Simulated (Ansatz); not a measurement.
The starting structures come from a database of crystals and need not be the phases stable at ambient conditions.

Tunnelling through a barrier is set by its complex band structure: the current falls as exp(−2κd) with the smallest κ.

Here is the system:

```xyz
20
Lattice="7.4369 0.0285 0.0000 2.3759 7.0473 0.0000 2.5305 -3.5094 4.3266" Properties=species:S:1:pos:R:3 pbc="T T T"
Re     3.7185     0.0143     2.1633
Re     0.0000     0.0000     0.0000
H      8.9073     4.2064     1.4095
H      8.3740    -0.2251     3.9611
H      9.3349     3.6135     2.9171
H      4.9617     4.5071     0.3655
H      4.6240     2.8836     0.7538
H      7.6878     3.8058     2.5288
H      6.7270    -0.0328     3.5727
H      8.5696     2.5829     1.7978
N      4.9064     3.5379     0.0000
N      8.6249     3.5522     2.1633
O     10.1424    -0.2567     3.5480
O      8.3490    -2.9407     3.9770
O      5.4903     6.1950     0.7786
O      2.3773     5.3411     0.3496
O      5.9194     3.8374     2.9418
O      5.3369    -0.5259     2.5128
O      8.0410     0.8951     1.3847
O      3.7171     1.7204     1.8137
```

Space group of this cell: I4_1/a. The cell was relaxed by PBE-D3(BJ); by r2SCAN its mean pressure is -2.7 GPa.

Transport runs along the normal of the first two printed cell vectors, the (110) plane of the conventional cell.

The gap is the functional's own. No spin-orbit coupling. Mid-gap values are interpolated on the energy grid.

### Question
Estimate the band gap and the smallest decay constant κ at mid-gap that Ansatz (a program for electronic structure) with r2SCAN returns for this system.

### Answer
Gap 4.58 eV on a 8×8×8 mesh; κ = 0.576 1/Å, at (0.250, 0.250) of the in-plane reciprocal vectors. At the zone centre, at the nearest computed energy, the slowest state has κ = 0.58 1/Å.
